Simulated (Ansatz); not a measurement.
An Ansatz (an electronic-structure program) input (plane-wave PAW DFT at the PBEsol level (Ansatz, 420 eV), spin-orbit coupling left out):

Ansatz 0.2 input:
```yaml
crystal:
  lattice:
    - [0, 2.7192756445, 2.8008539138]
    - [2.7192756445, 0, 2.8008539138]
    - [2.7192756445, 2.7192756445, 0]
  atoms:
    - { symbol: Ga, position: [0, 0, 0] }
    - { symbol: P, position: [0.25, 0.25, 0.25] }
basis: { ecutwfc: 420, ecutrho_ratio: 4, xc_grid: 2, fft_grid_basis: typed }
kpoints: { mp_grid: { grid: [11, 11, 11] } }
hamiltonian:
  xc: pbesol
  dispersion: none
  pseudopotentials: { kind: paw }
scf: { occupations: { method: fermi_dirac, width: 0.05 }, convergence: { dr2_threshold: 0.0000000002 } }
relax: { f_tol: 0.005, max_steps: 50 }
output: { forces: true, stress: true }
checkpoint: { write: state.ck, write_every: 1000 }
```

### Question
Which symmetry and how many k-points will the program report, and about how many plane waves at Γ?

### Answer
Space group I-4m2 (ITA 119) with 8 operations, k-points 126 of 1331, and 821 plane waves at Γ.

### Question
And the final pressure?

### Answer
-2.37 GPa (compression positive).

The cells carry an imposed strain or load. Whether these cells are dynamically stable was not tested. The cell was made from GaP in the zinc blende structure (space group F-43m, No. 216) by this change: uniaxial strain ε_zz = +3.00 %.
